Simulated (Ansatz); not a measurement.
Consider Ga$_{2}$O$_{3}$ in the corundum structure (space group R-3c, No. 167; a = 4.985 Å, c = 13.442 Å (hexagonal axes)). Axes: x lies along a and z along c of the hexagonal cell.

Calculations: DFT with r2SCAN, PAW potentials and a 500 eV plane-wave cutoff in Ansatz (a quantum-chemistry and plane-wave program), no spin-orbit coupling.

For the base:

The gap character is indirect, Γ–S₀ (50 % along) → Γ.

Now apply this change: uniaxial strain ε_zz = −2.65 %, all other strain components held at zero; the atoms relax in the strained cell.

What does the calculation give for the gap character after the change?

The gap character remains indirect, Γ–S₀ (50 % along) → Γ.

How does this affect the stress?

The stress (xx, yy, zz, yz, xz, xy; compression positive) comes out as (4.01, 4.01, 10.39, 0.00, 0.00, 0.00) GPa.

Stability against distortions was not tested.
